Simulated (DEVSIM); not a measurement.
Device: abrupt Si p-n junction, at 300 K.

Layer 1 from the left is Si, thickness (μm) 2.80, Na (cm⁻³) 7.8e16, τn (s) 3.7e-7, τp (s) 3.7e-7. Layer 2 from the left is Si, thickness (μm) 66.0, Nd (cm⁻³) 8.4e16, τn (s) 3.7e-7, τp (s) 3.7e-7.

Left contact: ohmic. Right contact: ohmic. Voltage is applied to the left contact. Recombination: SRH at mid-gap. Mobility is constant in doping.

The device is made up for the run: typed textbook-type constants, with dimensions and the other settings drawn at random. Values at 300 K.

Si: gap (eV) 1.124, affinity (eV) 4.05, permittivity 11.7, Nc (cm⁻³) 2.86e19, Nv (cm⁻³) 3.1e19, μn (cm²/Vs) 1417, μp (cm²/Vs) 470.

Model (solved in DEVSIM): 1D drift-diffusion, Boltzmann statistics, complete ionisation; no tunnelling, impact ionisation, image-force lowering or self-heating.

Dark forward current:

```tsv
|V| (V)	|J| (A/cm²)
0.05	4.068e-9
0.10	1.522e-8
0.15	5.123e-8
0.20	1.899e-7
0.25	8.457e-7
0.30	4.539e-6
0.35	2.772e-5
0.40	0.0001814
0.45	0.001224
0.50	0.008372
0.55	0.05755
0.60	0.3949
0.65	2.642
0.70	15.37
0.75	59.24
0.80	141.7
0.85	252.9
0.90	386.6
0.95	541.0
1.00	716.2
1.05	912.9
1.10	1132
1.15	1373
1.20	1637
1.25	1925
1.30	2237
```

**Question.** Work out the local ideality factor n = ΔV / (kT/q · ln(J2/J1)) between the rows 0.15 and 0.20 V, 0.50 and 0.55 V, 1.25 and 1.30 V.

**Answer.** kT/q = 25.85 mV. From 0.15 to 0.20 V: ln(1.899e-7/5.123e-8) = 1.310, n = 1.48. From 0.50 to 0.55 V: ln(0.05755/0.008372) = 1.928, n = 1.00, near the 1 of diffusion or emission over a barrier. From 1.25 to 1.30 V: ln(2237/1925) = 0.150, n = 12.88.

**Question.** Estimate the current at 0.50 V from the Shockley equation with J0 = Σ q ni² D/(N L) coth(W/L), τ joining the SRH, radiative and Auger lifetimes that are on, and W taken as the whole layer.

**Answer.** ni² = 1.16e20 cm⁻⁶; electrons in the p layer: μ = 1420 cm²/Vs, D = 36.6 cm²/s, τ = 3.70e-7 s, L = 36.8 μm, W/L = 0.076, term 3.12e-11 A/cm²; holes in the n layer: μ = 470 cm²/Vs, D = 12.1 cm²/s, τ = 3.70e-7 s, L = 21.2 μm, W/L = 3.1, term 1.27e-12 A/cm². J0 = 3.25e-11 A/cm², and J = J0 exp(qV/kT) = 0.00816 A/cm². The simulation gives 0.00837 A/cm²; the estimate lies 2.5 % below. The estimate leaves out recombination in the depletion region and that region's share of W.
